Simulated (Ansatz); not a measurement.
The parent structure is BP in the zinc blende structure (space group F-43m, No. 216).

```yaml
crystal:
  lattice:
    - [0.00000, 2.26828, 2.26828]
    - [2.26828, 0.00000, 2.26828]
    - [2.26828, 2.26828, 0.00000]
  atoms:
    - { symbol: B, position: [0.00000, 0.00000, 0.00000] }
    - { symbol: P, position: [0.25000, 0.25000, 0.25000] }
```

Cartesian axes are those of the cell as printed.

Level of theory: r2SCAN (Ansatz, a quantum-chemistry and plane-wave program), without spin-orbit coupling.

For the base:

| Quantity | Value |
|---|---|
| Band gap | 1.41 eV |

Perturbation: the cell is compressed by 0.50 % along z with no lateral relaxation, atoms relaxed at fixed cell.

### Question
What happens to the band gap?

### Answer
The band gap drops by 0.09 eV to 1.32 eV.

The cells carry an imposed strain or load. Stability against distortions was not tested.
